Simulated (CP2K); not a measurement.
A self-consistent single point of CaC2 (P1, 6 atoms in the cell) with CP2K.

Computed with LDA (Pade form), GPW, DZVP-MOLOPT-SR-GTH basis, GTH-PADE potentials (GTH_POTENTIALS) in CP2K 2026.2.

The change in words: atoms moved at random. Reference geometry:
```
CaC2
1.0
    3.87625     0.00000     0.00000
    1.84964     3.53935     0.00000
    0.41179     1.00694     7.21993
Ca C
2 4
Direct
  0.22555   0.98060   0.75247
  0.77445   0.01940   0.24753
  0.13145   0.40051   0.06016
  0.86855   0.59949   0.93984
  0.44816   0.63441   0.43396
  0.55184   0.36559   0.56604
```

Reference input (self-consistent single point, DFT LDA (Pade form), GPW, DZVP-MOLOPT-SR-GTH basis, GTH-PADE potentials (GTH_POTENTIALS)): CUTOFF = 500 Ry; REL_CUTOFF = 40 Ry; KPOINTS/SCHEME = MACDONALD 7 6 3 0 0.08333333333 0; XC_FUNCTIONAL = PADE; Ca/BASIS_SET = DZVP-MOLOPT-SR-GTH; Ca/POTENTIAL = GTH-PADE-q10; C/BASIS_SET = DZVP-MOLOPT-SR-GTH; C/POTENTIAL = GTH-PADE-q4; METHOD = GPW; EPS_DEFAULT = 1e-11; NGRIDS = 5; SCF_GUESS = ATOMIC. This run's input differs from it in these lines:

```diff
@@ -63,8 +63,8 @@
     &COORD
-      Ca       2.99790337     4.22837980     5.43278298
-      Ca       3.13977163     0.31791220     1.78715002
-      C        1.27510542     1.47812202     0.43435117
-      C        4.86256958     3.06816998     6.78558183
-      C        3.08930867     2.68237118     3.13316212
-      C        3.04836633     1.86392082     4.08677088
+      Ca       2.98821897     4.29845058     5.50109077
+      Ca       3.09069991     0.28843991     1.81115629
+      C        1.26912216     1.43278852     0.43012751
+      C        4.90288632     3.09021676     6.84387557
+      C        3.11221105     2.68440769     3.09431889
+      C        3.04988619     1.84457152     3.97922275
     &END COORD
```

Output (repeated stretches shortened):

```
 SCF WAVEFUNCTION OPTIMIZATION

  Step     Update method      Time    Convergence         Total energy    Change
     1 NoMix/Diag. 0.30E+00      -     1.88231073       -96.0202113650 -9.60E+01
     2 Broy./Diag. 0.30E+00      -     0.04584084       -95.0777165992  9.42E-01
     3 Broy./Diag. 0.30E+00      -     0.02910635       -95.8953940347 -8.18E-01
     4 Broy./Diag. 0.30E+00      -     0.01063799       -96.2782322085 -3.83E-01
     5 Broy./Diag. 0.30E+00      -     0.00128635       -96.2780229628  2.09E-04
     6 Broy./Diag. 0.30E+00      -     0.00169716       -96.2624029674  1.56E-02
   [... 2 lines left out ...]
     9 Broy./Diag. 0.30E+00      -     0.00001647       -96.2511603436 -1.60E-04
    10 Broy./Diag. 0.30E+00      -     0.00000984       -96.2514314317 -2.71E-04
    11 Broy./Diag. 0.30E+00      -     0.00000413       -96.2515386389 -1.07E-04
    12 Broy./Diag. 0.30E+00      -     0.00000021       -96.2515669668 -2.83E-05
  *** SCF run converged in    12 steps ***

  Overlap energy of the core charge distribution:               0.00003851648072
  Self energy of the core charge distribution:               -196.41998977090037
  Core Hamiltonian energy:                                     49.63925827074456
  Hartree energy:                                              67.36858778920507
  Exchange-correlation energy:                                -16.83946177229058

  Total energy:                                               -96.25156696676061

 ENERGY| Total FORCE_EVAL ( QS ) energy [hartree]            -96.251560756360405

 FORCES| Atomic forces [hartree/bohr]
 FORCES|   Atom     x               y               z               |f|
 FORCES|      1  4.49515721E-03 -4.04956097E-03 -7.28725491E-03   9.47150814E-03
   [... lines left out ...]

 STRESS| Analytical stress tensor [bar]
 STRESS|                        x                   y                   z
 STRESS|      x       -4.66667609246E+04  -7.71031529616E+03   6.68177776067E+03
 STRESS|      y       -7.71031529616E+03  -7.40399086875E+03  -4.00930333482E+04
 STRESS|      z        6.68177776067E+03  -4.00930333482E+04  -9.75943997029E+03
 STRESS| 1/3 Trace                                            -2.12767305879E+04
```

The run converged in 12 iterations. Against the reference run the free energy goes up by 24.8 meV/atom, the pressure goes from -5.87 to -2.13 GPa, the largest force goes from 0.268 to 3.111 eV/Å and the gap on the mesh goes from 2.356 to 2.441 eV.

The starting cell comes from a database of computed structures (which also holds hypothetical and non-ambient phases and stackings), without a prior relaxation at this level. Its lattice was rescaled by a random factor within 2.5 % of one. For this run, on top of that: atoms moved at random. Values carry the incompleteness of an atom-centred basis. Forces in this geometry exceed 1 eV/Å.

Cost on one core of a shared machine: roughly 30 s.
